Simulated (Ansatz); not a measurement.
**GaN, response to strain**

Base system: GaN in the NiAs type structure (space group P6_3/mmc, No. 194; a = 2.969 Å, c = 5.041 Å; a model cell, its experimental status unchecked). Axes: x lies along a and z along c of the hexagonal cell.

Strains are applied to the cell and any free atomic positions relax; under biaxial strain the out-of-plane vector relaxes too.

Computed with Kohn–Sham DFT with the PBEsol functional, run in Ansatz (a quantum-chemistry and plane-wave program) with PAW and 420 eV plane waves, spin-orbit coupling left out.

| change | volume per atom | smallest direct gap | band gap |
|---|---|---|---|
| base | 9.62 Å³ | 1.72 eV | 1.21 eV |
| biaxial strain −0.81 %, plane normal [001], relaxed out of plane | 9.48 Å³ | 1.83 eV | 1.21 eV |
| biaxial strain −0.35 %, plane normal [001], relaxed out of plane | 9.56 Å³ | 1.77 eV | 1.21 eV |
| isotropic strain +0.41 % | 9.74 Å³ | 1.59 eV | 1.14 eV |
| isotropic strain +0.74 % | 9.83 Å³ | 1.48 eV | 1.08 eV |
| uniaxial strain ε_yy = −2.77 % | 9.35 Å³ | 1.87 eV | 1.22 eV |
| tensor shear ε_xy = −1.97 % | 9.62 Å³ | 1.61 eV | 1.19 eV |

Gaps are Kohn–Sham eigenvalue differences; semilocal functionals usually give less than the measured gap. Stability against distortions was not tested. This is not the structure that GaN has at room temperature and ambient pressure.
